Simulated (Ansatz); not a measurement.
# Pressure series in Sn

Take Sn (space group I4_1/amd, No. 141; a = 5.947 Å, c = 3.212 Å) as the base.

Cell and atoms are relaxed at each pressure.

All numbers come from PBE in Ansatz (plane waves to 420 eV, PAW, scalar-relativistic without spin-orbit coupling).

| pressure (GPa) | volume per atom (Å³/atom) |
|---|---|
| -2 | 29.780 |
| -1 | 29.052 |
| 0 | 28.402 |
| 1.8 | 27.432 |
| 9 | 24.789 |
| 18 | ? |
| 30 | 20.990 |
| 45 | 19.471 |
| 60 | 18.358 |

Q: Fit the third-order Birch–Murnaghan form P(V) = (3B₀/2)[(V₀/V)^(7/3) − (V₀/V)^(5/3)]·[1 + (3/4)(B₀′ − 4)((V₀/V)^(2/3) − 1)] (squares taken in P) to the rows shown and predict the withheld row.

A: Least squares on the printed values gives V₀ = 28.407 Å³/atom, B₀ = 47.8 GPa, B₀′ = 4.8; this predicts 22.769 Å³/atom, and the run gives 22.768 Å³/atom, in agreement.

Measured bulk modulus of Sn: 57.037 GPa (temperature not stated; as listed in Tao Chen et al., Physical Review Materials (2023)); the computed value is for a static lattice, so the two differ by thermal effects too.

Load acts through the strain it causes; cell and atoms are relaxed under it. Whether these cells are dynamically stable was not tested. Measured, Sn leaves this structure (for a body-centred tetragonal phase) near 8 GPa (temperature not stated; as listed in Olga Degtyareva, NATO science for peace and security series. B, Physics and biophysics (2010)).

Ansatz is a quantum-chemistry and plane-wave program.
